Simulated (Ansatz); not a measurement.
## Pressure series in MoGe2

The parent structure is MoGe$_{2}$ (space group I4/mmm, No. 139; a cell from a computed database, its experimental status unchecked).

```cif
data_Ge2Mo
_chemical_formula_sum 'Ge2 Mo1'
_space_group_name_H-M_alt 'P 1'
_space_group_IT_number 1
_cell_length_a 4.72072
_cell_length_b 4.72072
_cell_length_c 4.72072
_cell_angle_alpha 138.842
_cell_angle_beta 138.842
_cell_angle_gamma 59.616
loop_
_space_group_symop_operation_xyz
  'x, y, z'
loop_
_atom_site_label
_atom_site_type_symbol
_atom_site_fract_x
_atom_site_fract_y
_atom_site_fract_z
_atom_site_occupancy
Ge1 Ge 0.66166 0.66166 0.00000 1
Ge2 Ge 0.33834 0.33834 0.00000 1
Mo1 Mo 0.00000 0.00000 0.00000 1
```

Cell and atoms are relaxed at each pressure.

All numbers come from DFT with r2SCAN, PAW potentials and a 500 eV plane-wave cutoff in Ansatz (a first-principles code), scalar-relativistic without spin-orbit coupling, earlier PAW set.

```
P (GPa)  V (Å³/atom)
-------  -----------
-2.01         15.215
-1.01         15.125
1.80          14.888
4.20          14.701
8.99          14.364
18.00         13.827
29.99         13.250
44.99         12.671
60.00         12.198
```

A third-order Birch–Murnaghan fit to these points gives V₀ = 15.04 Å³/atom, B₀ = 177 GPa and B₀′ = 4.6. At pressure 60 GPa the volume is 81.1 % of V₀.

Load acts through the strain it causes; cell and atoms are relaxed under it. Whether these cells are dynamically stable was not tested. No other phases were tried under pressure. All final runs are without spin polarisation.
